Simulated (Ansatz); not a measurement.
**PBE-D3(BJ) against r2SCAN+rVV10: WSe2, pressure 100 GPa**

The parent structure is WSe2 in the 2H-MoS2 type structure (space group P6_3/mmc, No. 194; a = 3.2791 Å, c = 12.7861 Å; layered, stacked along the Cartesian z axis).

(Cell as relaxed with PBE-D3(BJ).)

Levels (all Ansatz, a quantum-chemistry and plane-wave program, PAW): PBE-D3(BJ) (420 eV, no SOC); r2SCAN+rVV10 (500 eV, spin-orbit coupling left out).

Each level relaxes its own structure.

```json
[
 {"base": "volume per atom", "PBE-D3(BJ)": "19.84 Å³", "r2SCAN+rVV10": "20.67 Å³"},
 {"base": "lattice parameter a", "PBE-D3(BJ)": "3.279 Å", "r2SCAN+rVV10": "3.300 Å"},
 {"base": "band gap", "PBE-D3(BJ)": "0.87 eV", "r2SCAN+rVV10": "1.12 eV"}
]
```

It is then changed as follows: a hydrostatic pressure of 100 GPa.

```json
[
 {"quantity": "volume per atom", "PBE-D3(BJ)": "12.59 Å³", "r2SCAN+rVV10": "12.84 Å³"},
 {"quantity": "c/a ratio", "PBE-D3(BJ)": "3.843", "r2SCAN+rVV10": "3.802"},
 {"quantity": "band gap", "PBE-D3(BJ)": "zero", "r2SCAN+rVV10": "zero"}
]
```

PBE-D3(BJ)'s volume per atom lies 0.25 Å³ below r2SCAN+rVV10's (2.0 %); PBE-D3(BJ)'s c/a ratio lies 0.0415 above r2SCAN+rVV10's; the two agree on the band gap. Neither level is exact; r2SCAN+rVV10 is the comparison here, not a measurement.

The mesh was chosen for an insulator and is coarse for the gapless case. Spin-orbit coupling, missing from the scalar runs, can matter with W. Load acts through the strain it causes; cell and atoms are relaxed under it. No phonon test of stability was made. No other phases were tried under pressure. The final runs are not spin-polarised.
